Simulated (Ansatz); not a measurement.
Take CoSn (space group P6/mmm, No. 191; a = 5.2415 Å, c = 4.1871 Å; non-magnetic) as the base. Axes: x lies along a and z along c of the hexagonal cell.

Computed with r2SCAN/PAW in Ansatz (a first-principles code), spin-orbit coupling left out, earlier PAW set.

Base values:

```
Item                            Result
-----------------------------  -------
Pressure                       0.0 GPa
Shortest interatomic distance  2.583 Å
```

Perturbation: tensile biaxial strain of 0.76 % in the plane normal to [001], as in epitaxy on a mismatched substrate; the out-of-plane cell vector and the atoms relax.

What does the calculation give for the pressure after the change?

The pressure (mean of the normal stresses, compression positive) goes from zero to -1.6 GPa.

How does this affect the shortest interatomic distance?

The shortest interatomic distance hardly moves (2.583 Å against 2.584 Å).

Without a gap, meshes like the base's 10×10×11 leave anisotropic stresses uncertain by several tenths of a GPa, and small strain energies with them. Stability against distortions was not tested. Seeded moments were not kept for the base. All final runs are without spin polarisation.
